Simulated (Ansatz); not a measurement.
SiGe (model structure, I-4m2, No. 119, 10 atoms in the cell) was calculated with PBE0 (PAW; Ansatz, a quantum-chemistry and plane-wave program).

Settings: plane-wave cutoff 460 eV, 8×8×8 k mesh, Fermi–Dirac smearing 0.01 eV, scalar-relativistic PAW data made under PBE.

Cell (relaxed with PBEsol):

Space group I-4m2 (No. 119); a = 3.9215 Å, b = 3.9215 Å, c = 27.7497 Å, α = 90.00°, β = 90.00°, γ = 90.00°

```
atom  site  symmetry       x       y       z
----  ----  --------  ------  ------  ------
Si      4e      2mm.  0.0000  0.0000  0.0961
Si      4f      2mm.  0.5000  0.0000  0.0482
Si      2b      -4m2  0.0000  0.0000  0.5000
Ge      4f      2mm.  0.0000  0.5000  0.1460
Ge      4e      2mm.  0.0000  0.0000  0.3019
Ge      2d      -4m2  0.5000  0.0000  0.2500
```
(The calculation used a cell of 10 atoms; values per cell refer to that cell.)

Q: What does this level give for the band gap?

A: 
* **band gap**: 1.45 eV (on the SCF k mesh) (direct)

Note: the relaxation could raise the start's symmetry but not lower it, so the cell can be a saddle point; cell and atoms aren't relaxed at this level (pressure 0.2 GPa).

Spin–orbit coupling is not included.

Static lattice: no zero-point or thermal effects.

A model structure was made by putting elements into a prototype or built by hand; it is no filed structure, need not be a known phase, and can be a saddle point held by its symmetry.
